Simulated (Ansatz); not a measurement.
ZnS: energy against strain

ZnS (wurtzite, P6_3mc, 19.226 Å³/atom at rest, c along z) under an equal strain ε in the (0001) plane with the normal axis free, as in a coherent film. PBEsol in Ansatz, a plane-wave DFT program (PAW, default set), 420 eV, 10×10×6 Γ-centred mesh, Fermi-Dirac smearing 0.05 eV; ions are relaxed within the symmetry of each cell.

Here s stands for strain and y for E less E0.

| strain (%) | E less E0 (meV/atom) |
|---|---|
| -1.20 | 2.76 |
| -0.60 | 0.68 |
| 0.00 | 0.00 |
| 0.60 | 0.68 |
| 1.20 | 2.68 |
| 3.00 | ? |

Q: Using a parabola, estimate the missing y at s = 3.00 from the other rows, showing the fit.

A: Least squares gives y = 0.000 - 0.0267·s + 1.8889·s². Residuals (row less fit): 0.008, -0.016, 0.000, 0.016, -0.008; standard error 0.018 (degrees of freedom: 2). Twice the quadratic coefficient over the volume, 2 × 1.8889 meV × 10⁴ × 0.1602 / 19.226 Å³, is twice the biaxial elastic modulus of this plane = 315 ± 2 GPa. At the withheld row, y = 0.000 - 0.0267 × 3.0 + 1.8889 × 3.0² = 16.920 meV/atom. The calculation gives 16.13 meV/atom, 0.790 meV/atom below the prediction (4.9 % of the range of y in the table). The row lies outside the fitted rows, so this is an extrapolation. From the scatter of the fitted rows alone, a prediction at this place has a standard error of 0.115 meV/atom, so the miss is 6.9 times that.

One order more, fitted to all 11 runs of the series, follows each within 0.01, so the miss is the next term of a smooth law. ZnS is here the high-temperature form. Rows are the converged runs of the series near zero and its far end; series whose fitted rows scatter by over a few per cent of the range, as at a crossing or softening among them, aren't shown in this form. Most that stay on the fit to the last digits aren't either.
